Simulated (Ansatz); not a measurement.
**Si3N4, pressure series**

Take Si3N4 (space group P6_3/m, No. 176) as the base.

```
Si3N4
1.0
    7.62465     0.00000     0.00000
   -3.81232     6.60314     0.00000
    0.00000     0.00000     2.91047
Si N
6 8
Direct
  0.23242   0.82605   0.75000
  0.76758   0.17395   0.25000
  0.40637   0.23242   0.25000
  0.59363   0.76758   0.75000
  0.17395   0.40637   0.75000
  0.82605   0.59363   0.25000
  0.33333   0.66667   0.75000
  0.66667   0.33333   0.25000
  0.97037   0.67000   0.75000
  0.02963   0.33000   0.25000
  0.30037   0.97037   0.25000
  0.69963   0.02963   0.75000
  0.33000   0.30037   0.75000
  0.67000   0.69963   0.25000
```

Cell and atoms are relaxed at each pressure.

All numbers come from Ansatz (a program for electronic structure) PBEsol, no spin-orbit coupling.

```tsv
variant	band gap	density	electron mass
base	4.19 eV	3.18 g/cm³	0.22 mₑ along c, 1.4 mₑ across (at Γ)
pressure −2 GPa	4.16 eV	3.15 g/cm³	0.22 mₑ along c, 1.4 mₑ across (at Γ)
pressure −1 GPa	4.17 eV	3.17 g/cm³	0.22 mₑ along c, 1.4 mₑ across (at Γ)
pressure 0.3 GPa	4.19 eV	3.18 g/cm³	0.22 mₑ along c, 1.4 mₑ across (at Γ)
pressure 0.7 GPa	4.20 eV	3.19 g/cm³	0.21 mₑ along c, 1.4 mₑ across (at Γ)
pressure 1.5 GPa	4.21 eV	3.20 g/cm³	0.22 mₑ along c, 1.4 mₑ across (at Γ)
pressure 3 GPa	(withheld)	(withheld)	0.22 mₑ along c, 1.4 mₑ across (at Γ)
pressure 5 GPa	4.25 eV	3.24 g/cm³	0.22 mₑ along c, 1.4 mₑ across (at Γ)
pressure 7.5 GPa	4.28 eV	3.27 g/cm³	0.22 mₑ along c, 1.4 mₑ across (at Γ)
pressure 10 GPa	4.31 eV	3.30 g/cm³	0.22 mₑ along c, 1.4 mₑ across (at Γ)
```

Task: Complete the table.

Result: 
- pressure 3 GPa, band gap: 4.23 eV
- pressure 3 GPa, density: 3.22 g/cm³

Load acts through the strain it causes; cell and atoms are relaxed under it. Effective masses come from finite differences of ±0.01 Å⁻¹. No phonon test of stability was made. No other phases were tried under pressure.
